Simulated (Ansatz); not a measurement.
## CsCl-type RuAl

The numbers are results of PBE in Ansatz (PAW), not measurements.

Run with plane-wave cutoff 520 eV, 22×22×22 k mesh, Fermi–Dirac smearing 0.056 eV (set by the program), no spin polarisation, scalar-relativistic PAW data made under PBE.

Cell (relaxed at this level):

```
AlRu
1.0
    3.00372     0.00000     0.00000
    0.00000     3.00372     0.00000
    0.00000     0.00000     3.00372
Al Ru
1 1
Direct
  0.50000   0.50000   0.50000
  0.00000   0.00000   0.00000
```

| Property | Value |
|---|---|
| elastic constant C11 | 315 GPa |
| elastic constant C12 | 148 GPa |
| elastic constant C44 | 126 GPa |
| Voigt–Reuss–Hill bulk modulus | 204 GPa |
| Voigt–Reuss–Hill shear modulus (Hill average) | 107 GPa |
| Young modulus | 273 GPa |
| Poisson ratio | 0.276 |

Elastic constants are with the ions relaxed.

The computed numbers hold no vibrational or temperature effects.

Computing time: about 3 core-minutes (a rough figure).

Ansatz is a first-principles code.
